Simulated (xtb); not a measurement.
xtb 6.7.1, GFN2-xTB: Mg(F)(Br)(dme) (C[O]1CC[O](C)->[Mg]<-1([F])[Br]), 19 atoms. The geometry is a generated start, not checked to be a minimum at this level.

```json
{
  "run_flags": "--grad",
  "method": "GFN2-xTB",
  "--acc": "1 (default)",
  "--etemp (K)": "300 (default)",
  "basis_functions": "58",
  "valence_electrons": "54"
}
```

```xyz
19

Mg     1.5742    -0.1921     0.0335
F      1.1120    -1.7090     0.7238
Br     3.7128     0.7223     0.0651
C      0.0729     0.6587     2.4169
O      0.1950     0.9132     1.0358
C     -0.9595     0.5957     0.3002
C     -0.5992     0.7737    -1.1678
O      0.3638    -0.1612    -1.5775
C     -0.1562    -1.4177    -1.9568
H      1.0402     0.8850     2.8648
H     -0.1657    -0.3948     2.5968
H     -0.7015     1.2974     2.8589
H     -1.7951     1.2601     0.5774
H     -1.2489    -0.4491     0.4905
H     -0.1365     1.7586    -1.2866
H     -1.4944     0.7150    -1.7997
H     -0.7305    -1.8837    -1.1518
H      0.7006    -2.0537    -2.1728
H     -0.7839    -1.3184    -2.8505
```

One run each on 1 thread. Values of broydamp tried: 0.02, 0.05, 0.1, 0.2, 0.4 (default), 0.6, 0.8, 1.

Question: Predict the course of the SCC iterations along this series.

Answer: Fewest SCC iterations, within one of each other: 0.4 (default) with 15, 0.6 with 16. The count rises to 28 at 0.02. All converge to one solution.

```tsv
broydamp	SCC iterations	end
0.02	28	same solution
0.05	24	same solution
0.1	23	same solution
0.2	18	same solution
0.4 (default)	15	same solution
0.6	16	same solution
0.8	17	same solution
1	17	same solution
```
